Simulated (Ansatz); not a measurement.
Ansatz (a quantum-chemistry and plane-wave program), DFT, PBE, plane waves, its default PAW files: bcc W, 2 atoms. Basis and mesh were picked for this test and aren't claimed converged.

Ansatz 0.2 input:
```yaml
crystal:
  lattice:
    - [3.165, 0.0, 0.0]
    - [0.0, 3.165, 0.0]
    - [0.0, 0.0, 3.165]
  atoms:
    - { symbol: W, position: [0.0, 0.0, 0.0] }
    - { symbol: W, position: [0.5, 0.5, 0.5] }
kpoints:
  mp_grid: { grid: [16, 16, 16] }
hamiltonian:
  xc: pbe
  pseudopotentials: { kind: paw }
scf:
  occupations: { method: fermi_dirac, width: 0.1 }
output:
  forces: true
```

The program reports k-points after symmetry: 165, bands at the start: 18, electrons: 28, plane waves at Γ: 619, cutoff (eV): 420, FFT grid: 24×24×24, symmetry operations: 96.

Machine: one whole node, AMD EPYC (Zen 5), 96 cores on 1 socket, no SMT, 12 L3 cache groups.

Each time is the median wall time of two to five repeats, run one at a time on the otherwise empty machine; start-up is included. Processes are pinned to neighbouring cores unless said otherwise. Build: release build for x86-64 with AVX-512, one process with threads. Other compilers and libraries give other times. Scratch files lie in a memory file system.

Measured:

```tsv
cores	layout	wall time
1	1 thread	1.21 s
2	2 threads	0.672 s
4	4 threads	0.407 s
8	8 threads	0.277 s
16	16 threads	0.228 s
32	32 threads	0.220 s
48	48 threads	0.228 s
64	64 threads	0.251 s
```

**Question.** Fit T(p) = s + w/p to these times and predict the runs with 24 threads and with 96 threads. How well does the fit hold?

**Answer.** A fit of relative deviations gives s = 0.195 s and w = 0.914 core-seconds; it misses the rows shown by at most 20 %.

| cores | layout | fit | measured | measured against fit |
|---|---|---|---|---|
| 24 | 24 threads | 0.233 s | 0.213 s | -9 % |
| 96 | 96 threads | 0.204 s | 0.297 s | +45 % |

Efficiency, counted from 1 core, stays above one half up to 8 cores and is 33 % at 16. The shortest time, 0.21 s, comes at 24 cores (16, 32, 48: level within 8 % or the scatter of repeats); at 96 the run, laid out as 96 threads, is slower again (0.30 s). What the program resolved moves too: eigensolver slots from 24 to 96. The share that grows most is that of start and exit outside the program's clock: from 4.6 % of the time on 1 core to 34 % on 96. The largest part on 96 cores, start and exit outside the program's clock, takes 0.056 s on 1 and 0.10 s there.
